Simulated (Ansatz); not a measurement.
## Short convergence ladders for a (001) slab of Ge2W (cut from a parent of space group no. 139; 6 atoms in the cell)

```yaml
crystal:
  lattice:
    - [3.34120, 0.00000, 0.00000]
    - [0.00000, 3.34120, 0.00000]
    - [0.00000, 0.00000, 20.77881]
  atoms:
    - { symbol: Ge, position: [0.00000, 0.00000, 0.33688] }
    - { symbol: Ge, position: [0.50000, 0.50000, 0.66312] }
    - { symbol: W, position: [0.00000, 0.00000, 0.59888] }
    - { symbol: Ge, position: [0.50000, 0.50000, 0.53465] }
    - { symbol: Ge, position: [0.00000, 0.00000, 0.46536] }
    - { symbol: W, position: [0.50000, 0.50000, 0.40112] }
```

Base method: PBEsol, default PAW files made with PBE (plane waves; Ansatz, a quantum-chemistry and plane-wave program).

Base settings: basis.ecutwfc = 420 eV; kpoints.mp_grid.grid = 9 9 1; hamiltonian.xc = pbesol; hamiltonian.pseudopotentials = {kind: paw} (the program's default PAW files); scf.occupations.method = gaussian; scf.occupations.width = 0.1 eV.

The count of work is k-points × plane waves × bands × iterations; it is no time. Core times come from one kind of shared machine, to one figure; runs under 30 s give none.

**The k-point mesh**

Only quantities that move along the ladder and can be compared are tabulated.

| kpoints.mp_grid.grid | free energy less the last step's (meV/atom) | largest difference of a force vector from the last step's (eV/Å) | count of work / last |
|---|---|---|---|
| 2 2 1 | 143.37 | 2.639 | 0.037 |
| 3 3 1 | 31.88 | 0.400 | 0.029 |
| 4 4 1 | 22.06 | 0.277 | 0.059 |
| 5 5 1 | 10.07 | 0.165 | 0.066 |
| 6 6 1 | 0.87 | 0.036 | 0.11 |
| 7 7 1 | 4.79 | 0.151 | 0.11 |
| 8 8 1 | -1.02 | 0.031 | 0.16 |
| 9 9 1 | 0.44 | 0.055 | 0.16 |
| 10 10 1 | 1.26 | 0.027 | 0.23 |
| 12 12 1 | -0.11 | 0.021 | 0.27 |
| 13 13 1 | 0.27 | 0.008 | 0.27 |
| 16 16 1 | -0.42 | 0.014 | 0.44 |
| 18 18 1 | -0.28 | 0.007 | 0.54 |
| 22 22 1 | 0.08 | 0.006 | 0.86 |
| 25 25 1 | 0.00 | 0.000 | 1.0 |

Coarsest kpoints.mp_grid.grid that holds the free energy within 0.5 meV/atom of the last step, with all finer ones: 12 12 1, at 0.27 of the last step's count of work; the step before is off by 1.3 meV/atom.

Coarsest kpoints.mp_grid.grid that holds the forces within 0.02 eV/Å of the last step, with all finer ones: 13 13 1, at 0.27 of the last step's count of work; the step before is off by 0.021 eV/Å.

**The depth of the slab**

Surface energy = (E_slab − N e_bulk)/2A, with e_bulk from the bulk crystal on its finest mesh (1470 k-points); errors per atom of slab and bulk, whose meshes differ, grow with N. The bulk cell stands at -4.5 GPa at this level, so the slab is strained in the plane.

The mesh stays at the base's, so the ladder's end is converged at best in this setting alone.

Only quantities that move along the ladder and can be compared are tabulated.

| atoms | unrelaxed surface energy (J/m²) | count of work / last | core time / last (rough) |
|---|---|---|---|
| 6 | 1.797 | 0.12 | – |
| 12 | 1.872 | 0.32 | 0.2 |
| 18 | 1.874 | 0.55 | 0.3 |
| 24 | 1.871 | 1.0 | 1 |

Smallest size that holds the unrelaxed surface energy within 0.05 J/m² of the last step, with all finer ones: 12, at 0.32 of the last step's count of work and about 0.2 of the last step's time; the step before is off by 0.074 J/m².

On the base run: the starting cell comes from a database of computed structures (which also holds hypothetical and non-ambient phases and stackings), without a prior relaxation at this level. The slab is cut from that crystal, and its faces are unrelaxed. Its lattice was rescaled by up to half a per cent. Spin polarisation is off.

Keys are those of Ansatz 0.2.
